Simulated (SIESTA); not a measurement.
A self-consistent single point of Ag₅Au₃S₄ (P1, 12 atoms in the cell) with SIESTA.

Method: SIESTA with GGA PBEsol, numerical atomic orbitals TZP, PseudoDojo PBEsol standard norm-conserving potentials (rewritten from UPF to PSML).

```
Ag5Au3S4
1.0
    4.63564     0.00000     0.00000
   -1.68808     4.50690     0.00000
   -0.24323    -0.42314    13.61598
Ag S Au
5 4 3
Direct
  0.07859   0.69039   0.24324
  0.70301   0.96362   0.73998
  0.52406   0.10680   0.39614
  0.34458   0.72905   0.01432
  0.13754   0.52292   0.44996
  0.93050   0.94843   0.00625
  0.97177   0.96764   0.48049
  0.52007   0.50561   0.27344
  0.57174   0.42487   0.75673
  0.22885   0.22612   0.13923
  0.25888   0.20340   0.62036
  0.23040   0.21115   0.87985
```

Reference input (self-consistent single point, DFT, GGA PBEsol, numerical atomic orbitals TZP, PseudoDojo PBEsol standard norm-conserving potentials (rewritten from UPF to PSML)): XC.functional = GGA; XC.authors = PBEsol; potentials = PseudoDojo PBEsol standard; PAO.BasisSize = TZP; PAO.EnergyShift = 0.005 Ry; MeshCutoff = 350 Ry; kgrid.MonkhorstPack = 3 3 1; OccupationFunction = FD; ElectronicTemperature = 10 K; MaxSCFIterations = 150; SCF.Mixer.Method = Pulay; SCF.Mixer.Weight = 0.2. This run's input differs from it in these lines:

```diff
@@ -37,2 +37,3 @@
 PAO.EnergyShift              0.005 Ry
+PAO.Polarization.NonPerturbative true
 MeshCutoff                   350 Ry
```

The program printed (abridged):

```
        iscf     Eharris(eV)        E_KS(eV)     FreeEng(eV)     dDmax    Ef(eV) dHmax(eV)
   scf:    1   -34149.360155   -34256.217744   -34256.217744  1.032399 -2.388112 19.594237
   scf:    2   -34321.629292   -34297.423241   -34297.423241  0.419226 -2.890067  6.384352
   scf:    3   -34302.808164   -34301.154021   -34301.154021  0.156271 -3.565720  2.679221
   scf:    4   -34301.654397   -34301.487473   -34301.487473  0.038764 -3.709769  0.565868
   scf:    5   -34301.567328   -34301.539009   -34301.539009  0.026345 -3.845005  0.238114
   [... 8 lines left out ...]
   scf:   14   -34301.546805   -34301.546805   -34301.546805  0.000069 -3.915325  0.000164
   scf:   15   -34301.546805   -34301.546805   -34301.546805  0.000031 -3.915338  0.000063
   scf:   16   -34301.546805   -34301.546805   -34301.546805  0.000025 -3.915347  0.000021
   scf:   17   -34301.546805   -34301.546805   -34301.546805  0.000009 -3.915353  0.000011
SCF Convergence by DM+H criterion
max |DM_out - DM_in|         :     0.0000091467
max |H_out - H_in|      (eV) :     0.0000114480
SCF cycle converged after 17 iterations

Using DM_out to compute the final energy and forces

siesta: E_KS(eV) =           -34301.5468

siesta: E_KS - E_eggbox =    -34301.5468

siesta: Atomic forces (eV/Ang):
     1    0.111577    0.037139    0.052905
     2    0.078710    0.163922    0.003259
     3   -0.099555   -0.054355    0.029079
     4    0.046101    0.015107   -0.011737
     5   -0.018343   -0.007240   -0.112898
     6    0.044593   -0.138688    0.081534
     7   -0.011699    0.006115   -0.122079
     8   -0.042890    0.025659    0.098087
     9    0.041695    0.011698   -0.035582
    10   -0.017965    0.024548   -0.063973
    11   -0.073112   -0.038775    0.069516
   [... lines left out ...]
siesta: FreeEng =    -34301.546805
siesta: Cell volume =        284.470079 Ang**3
siesta:         -42.11941554        -41.38593780  kBar
   [... lines left out ...]
     1     0.073358   18.926642  Ag
     2     0.005233   18.994767  Ag
     3     0.123858   18.876142  Ag
     4     0.041556   18.958444  Ag
     5     0.084787   18.915213  Ag
     6    -0.368456    6.368456  S
     7    -0.351310    6.351310  S
     8    -0.277399    6.277399  S
     9    -0.421277    6.421277  S
    10     0.298089   18.701911  Au
    11     0.396968   18.603032  Au
    12     0.394592   18.605408  Au
 Total    -0.000000
```

The run converged in 17 iterations. Against the reference run the free energy drops by 5.3 meV/atom, the pressure goes from -4.52 to -4.21 GPa, the largest force goes from 0.169 to 0.182 eV/Å and the gap on the mesh hardly changes (0.704 to 0.706 eV).

The starting cell comes from a database of computed structures (which also holds hypothetical and non-ambient phases and stackings), without a prior relaxation at this level. Spin-orbit coupling is off. Values carry the incompleteness of an atom-centred basis. With a pressure of about -4 GPa the cell is away from its equilibrium volume at this level.

Cost on one core of a shared machine: roughly 2 min.
